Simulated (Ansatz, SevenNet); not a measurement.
## Volume per atom of 1T (CdI2-type) PtTe₂ at several levels of theory

No measured value is used here.

Problem. Put these levels in order of the volume per atom that they give for 1T (CdI2-type) PtTe₂, smallest first: HSE06-D3(BJ) (Ansatz, a first-principles code), PBE-D3(BJ) (Ansatz), SevenNet-l3i5.

Solution. HSE06-D3(BJ) (23.04 Å³/atom), PBE-D3(BJ) (24.14 Å³/atom), SevenNet-l3i5 (26.12 Å³/atom)

Density-functional levels without +SOC have no spin–orbit coupling. HSE06-D3(BJ): exact exchange on metals is sensitive to the k mesh and can open a false gap. HSE06-D3(BJ): the run warned that the count of filled bands differs between k points. K meshes differ between the levels. Ansatz's density-functional and Hartree–Fock values are scalar-relativistic unless marked +SOC, with PAW data made under PBE.

Machine-learned potentials (SevenNet-l3i5) are trained on DFT data: a solid inside that data is no test of them.
